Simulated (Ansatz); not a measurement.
Consider Hf in the hcp (Mg type) structure (space group P6_3/mmc, No. 194; a = 3.1982 Å, c = 5.0489 Å; relaxed with 0.1 eV smearing). Axes: x lies along a and z along c of the hexagonal cell.

Computed with DFT with r2SCAN, PAW potentials and a 500 eV plane-wave cutoff in Ansatz (a program for electronic structure), no SOC, earlier PAW set.

Strains are applied to the cell and any free atomic positions relax; under biaxial strain the out-of-plane vector relaxes too.

One change was made to it. Results:

The pressure (mean of the normal stresses, compression positive) goes from zero to -2.1 GPa; the band gap remains zero.

**Question.** Which of these changes matches the shifts?
(A) biaxial strain +0.70 %, plane normal [001], relaxed out of plane
(B) isotropic strain −0.90 %
(C) isotropic strain +2.29 %
(D) strain tensor (xx, yy, zz, yz, xz, xy) = (+0.57, +0.37, −0.11, −0.47, −0.59, +0.36) %
(E) uniaxial strain ε_zz = +2.00 %

**Answer.** E, uniaxial strain ε_zz = +2.00 %. For comparison, the pressure in the other runs: biaxial strain +0.70 %, plane normal [001], relaxed out of plane gives -1.0 GPa; isotropic strain −0.90 % gives 3.1 GPa; strain tensor (xx, yy, zz, yz, xz, xy) = (+0.57, +0.37, −0.11, −0.47, −0.59, +0.36) % gives -0.9 GPa; isotropic strain +2.29 % gives -6.7 GPa.

Whether these cells are dynamically stable was not tested. The final runs are not spin-polarised.
